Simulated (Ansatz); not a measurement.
The starting structures come from a database of crystals and need not be the phases stable at ambient conditions.

 Where the default PAW files enter, the runs use the earlier of Ansatz's two default sets.

By PBEsol, the system below comes out a metal.

Data:

```yaml
crystal:
  lattice:
    - [4.12732, 0.00000, 0.00000]
    - [-0.02918, 4.12721, 0.00000]
    - [2.04907, 2.06361, 2.92875]
  atoms:
    - { symbol: Al, position: [0.25000, 0.75000, 0.50000] }
    - { symbol: Al, position: [0.75000, 0.25000, 0.50000] }
    - { symbol: Cu, position: [0.50000, 0.50000, 0.00000] }
```

Space group of this cell: I4/mmm. The cell is strained (all lengths scaled by 1.02); by PBEsol its mean pressure is -5.5 GPa.

The current flows along the normal of the first two printed cell vectors, the (110) plane of the conventional cell. No spin-orbit coupling; the value is a mean over 0.1 eV about the Fermi level.

**Question.** Estimate the ballistic conductance per area that PBEsol (Ansatz, a program for electronic structure) returns for this system.

**Answer.** 0.79 × 10¹⁵ S/m² for both spins.
